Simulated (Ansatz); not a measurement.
Levels about the gap of amorphous Si₃₀N₄₀C (71 atoms in a cell of 799 Å³, 2.94 g/cm³; zone centre alone, so wide bands show as single levels with stretches between that a denser mesh fills), at the geometry that PBE relaxed, where it gives 3.2 GPa on a denser mesh. The participation number counts the atoms over which a state spreads; weights are charges in smoothed Voronoi cells. The levels come from a single point, so bond lengths are those of that geometry. Method of the levels: PBE, scalar-relativistic without spin-orbit coupling (Ansatz, a first-principles code). Sampling: the zone centre alone; Fermi-Dirac width 0.02 eV; no spin polarisation. At PBE the levels at both edges of the gap are localised (band-tail or defect states), and the nearest spread-out levels lie 3.2 eV apart at the zone centre.

Preparation: random packing, a CHGNet melt and quench, and a DFT relaxation. N atoms were pushed apart under 1.9 Å during the dynamics, to hinder bonds among them. The hot cell started wider than the set density and was brought back towards it in steps. It is the lowest in DFT energy of 2 quenches. It is a model cell: composition and starting density were chosen by hand, and all elements were melted together. No dispersion term was used. Its density started from a set value of 2.94 and ended at 2.94 g/cm³. The quench (nominally 380 K/ps over its main leg) was far faster than any real one, so the model tends to hold more defects than a real film. Values belong to this one cell and scatter from quench to quench. The volume was held where the preparation left it, at a PBE pressure of 3.2 GPa. Stress components on the final sampling reach 6.5 GPa. Cycles of charging lowered its energy after that relaxation.

```tsv
E - E(highest filled), eV	filling	participation number	largest on	weight N	weight Si	weight C
-0.93	filled	26.3	N, 3 neighbours	0.87	0.12	0.01
-0.82	filled	17.9	N, 3 neighbours	0.87	0.13	0.00
-0.77	filled	19.2	N, 2 neighbours	0.83	0.17	0.00
-0.71	filled	8.3	N, 2 neighbours	0.86	0.14	0.00
-0.57	filled	12.1	N, 2 neighbours	0.87	0.13	0.00
-0.38	filled	4.3	N, 2 neighbours	0.87	0.12	0.00
0.00	filled	4.7	N, 2 neighbours	0.88	0.12	0.00
1.48	empty	5.5	C, 3 neighbours	0.41	0.21	0.38
2.44	empty	30.6	Si, 4 neighbours	0.48	0.51	0.01
2.70	empty	22.9	Si, 4 neighbours	0.40	0.59	0.01
2.72	empty	13.0	Si, 4 neighbours	0.43	0.57	0.00
2.96	empty	32.0	Si, 4 neighbours	0.45	0.53	0.02
3.23	empty	26.6	Si, 4 neighbours	0.45	0.50	0.05
3.45	empty	42.0	Si, 4 neighbours	0.45	0.54	0.01
```

Most localised among these is the filled level at -0.38 eV, on a N atom, which has 2 neighbours (Si 1.64 Å, Si 1.64 Å).
